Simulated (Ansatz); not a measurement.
**BeTe: pressure series**

The reference is BeTe in the zinc blende structure (space group F-43m, No. 216; a = 5.6043 Å).

Cell and atoms are relaxed at each pressure.

All numbers come from PBEsol (Ansatz, a quantum-chemistry and plane-wave program), no SOC.

Candidates:
(a) pressure 2.1 GPa
(b) pressure 0.9 GPa
(c) pressure −1 GPa

Base values:

The band gap is 1.84 eV.

Question: Order them by band gap, highest first.

Answer: (c) pressure −1 GPa (1.88 eV), (b) pressure 0.9 GPa (1.80 eV), (a) pressure 2.1 GPa (1.75 eV)

Spin-orbit coupling, missing from the scalar runs, can matter with Te. Load acts through the strain it causes; cell and atoms are relaxed under it. No phonon test of stability was made.
